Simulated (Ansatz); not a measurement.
The reference is Be in the hcp (Mg type) structure (space group P6_3/mmc, No. 194; a = 2.263 Å, c = 3.566 Å; relaxed with 0.1 eV smearing). Axes: x lies along a and z along c of the hexagonal cell.

Calculations: PBE (Ansatz, a quantum-chemistry and plane-wave program; PAW; 420 eV plane waves; spin-orbit coupling left out).

It is then changed as follows: every lattice vector is stretched by 3.00 %, atoms relaxed at fixed cell.

Predict the stress tensor and what it implies for the stiffness.

Stress of the strained cell less that of the base (GPa, compression positive):
```
   -9.0     0.0     0.0
    0.0    -9.0     0.0
    0.0     0.0   -10.3
```

Then B = −ΔP/(ΔV/V₀) with ΔV/V₀ = 0.0927 gives secant stiffness values (nonlinear terms included at this strain): B (at held cell shape, above the free-shape value) ≈ 102 GPa.

As a check, the harmonic strain energy −½ V₀ Δσ:ε is 21 meV/atom; the computed energy rise is 23 meV/atom.

Stability against distortions was not tested.
